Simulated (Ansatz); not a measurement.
Consider the following.

```
CELL_PARAMETERS angstrom
      3.37315     0.00000     0.00000
      1.68658     2.92124     0.00000
      0.00000     0.00000     4.95503
ATOMIC_POSITIONS crystal
  Zn 0.66667 0.66667 0.01465
  Zn 0.33333 0.33333 0.51465
  O  0.66667 0.66667 0.61055
  O  0.33333 0.33333 0.11055
```

No spin polarisation.

The values are results of Ansatz (a quantum-chemistry and plane-wave program), PBEsol, PAW, cutoff 420 eV, without spin-orbit coupling, not measurements. Γ-centred 12×12×7 mesh, Fermi–Dirac width 0.05 eV.

Task: Estimate the valence-band top at Γ (three highest levels, from the VBM).

Result: 0.00, 0.00, -0.11 eV.

Task: What is the computed space group?

Result: P6_3mc (No. 186).

The levels and masses belong to the bands next to the band gap. The cells carry an imposed strain or load. Stability against distortions was not tested. The cell was made from ZnO in the wurtzite structure (space group P6_3mc, No. 186) by this change: biaxial strain +4.44 %, plane normal [001], relaxed out of plane.
